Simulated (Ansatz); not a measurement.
Data:

End structure of a constructed model of the (111) surface of fcc Pt, a pseudomorphic layer of Os in the host's stacking (bottom of the slab: a bare face, its two planes held):

```
CELL_PARAMETERS angstrom
      2.80721     0.00000     0.00000
     -1.40361     2.43112     0.00000
      0.00000     0.00000    30.00000
ATOMIC_POSITIONS crystal
  Pt 0.33333 0.66667 0.26851
  Pt 0.66667 0.33333 0.34491
  Pt 0.00000 0.00000 0.42108
  Pt 0.33333 0.66667 0.49761
  Pt 0.66667 0.33333 0.57467
  Pt 0.00000 0.00000 0.65186
  Os 0.33333 0.66667 0.72291
```

Model: 7-atom slab, 13.9 Å thick at the start, 15x15x1 mesh, Fermi-Dirac 0.1 eV, dipole correction, 2 atoms held, the rest relaxed; symmetry of the start imposed; no spin, no spin-orbit, no U. It is one candidate, not shown to be the stable structure of the face.

What is the computed work function of the top face (PBE run with Ansatz, a program for electronic structure)?

5.53 eV
